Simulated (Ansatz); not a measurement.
## CsSnI3 (P4/mbm, No. 127, 10 atoms in the cell; start mp-616378; high-temperature phase)

All values below come from PBE0 (Ansatz, a first-principles code, plane waves, PAW).

Settings: plane-wave cutoff 460 eV, 4×4×4 k mesh, Fermi–Dirac smearing 0.01 eV, scalar-relativistic PAW data made under PBE.

Cell (relaxed with PBEsol):

```yaml
crystal:
  lattice:
    - [8.53708, 0.00000, 0.00000]
    - [0.00000, 8.53708, 0.00000]
    - [0.00000, 0.00000, 6.22071]
  atoms:
    - { symbol: Cs, position: [0.00000, 0.50000, 0.00000] }
    - { symbol: Cs, position: [0.50000, 0.00000, 0.00000] }
    - { symbol: Sn, position: [0.50000, 0.50000, 0.50000] }
    - { symbol: Sn, position: [0.00000, 0.00000, 0.50000] }
    - { symbol: I, position: [0.80538, 0.69462, 0.50000] }
    - { symbol: I, position: [0.19462, 0.30538, 0.50000] }
    - { symbol: I, position: [0.30538, 0.80538, 0.50000] }
    - { symbol: I, position: [0.69462, 0.19462, 0.50000] }
    - { symbol: I, position: [0.50000, 0.50000, 0.00000] }
    - { symbol: I, position: [0.00000, 0.00000, 0.00000] }
```

```json
{
 "band_gap": "1.21 eV (on the SCF k mesh)",
 "direct gap at Γ": "2.82 eV"
}
```

Note: held by symmetry at 0 K, a high-temperature phase can be a saddle point; cell and atoms aren't relaxed at this level (pressure 1.1 GPa).

Spin–orbit coupling is not included; with these elements it can move the gap by several tenths of an eV or more.

The computed numbers hold no vibrational or temperature effects.

A start named mp-… is a Materials Project structure, which need not be a measured phase.
